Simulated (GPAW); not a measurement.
Band structure of SrCaPb₆ (P4/mmm, 8 atoms in the cell).

```
CELL_PARAMETERS angstrom
      5.01108     0.00000     0.00000
      0.00000     5.01108     0.00000
      0.00000     0.00000    10.01156
ATOMIC_POSITIONS crystal
  Sr 0.00000 0.00000 0.50000
  Ca 0.00000 0.00000 0.00000
  Pb 0.50000 0.00000 0.24479
  Pb 0.50000 0.00000 0.75521
  Pb 0.00000 0.50000 0.24479
  Pb 0.00000 0.50000 0.75521
  Pb 0.50000 0.50000 0.00000
  Pb 0.50000 0.50000 0.50000
```

Level of theory: PBEsol, GPAW PAW datasets PBEsol (made by gpaw-setup) (plane waves; GPAW 25.7.0).

Settings: mode = pw; ecut = 600 eV; xc = PBEsol; kpts = 3 3 2; mesh shift (steps) = 0 0 0; occupations.name = methfessel-paxton; occupations.width = 0.272 eV; occupations.order = 0; nbands = -16; convergence.density = 1e-05 e/electron; symmetry.symmorphic = false; symmetry.tolerance = 0.0005; maxiter = 150; bandpath_npoints = 40.

The starting cell comes from a database of computed structures (which also holds hypothetical and non-ambient phases and stackings), without a prior relaxation at this level. Its lattice was rescaled by a random factor within 2.5 % of one. Spin-orbit coupling is off.

Levels in eV from the Fermi level, bands 49 to 56:
```csv
point,49,50,51,52,53,54,55,56
Γ,-1.76,-0.74,-0.65,0.14,0.14,0.92,1.92,1.92
X,-0.75,-0.64,-0.45,-0.45,0.07,0.10,0.22,0.32
M,-2.91,-1.06,-0.44,-0.44,0.28,0.28,0.45,1.45
Z,-1.66,-1.59,0.07,0.09,0.81,0.81,0.84,0.84
R,-1.35,-1.32,-0.33,-0.31,-0.26,-0.16,0.88,0.97
A,-2.28,-2.28,-1.96,-1.96,2.18,2.33,2.33,2.59
```

Bands cross the Fermi level along this path, so the cell is metallic at this level.
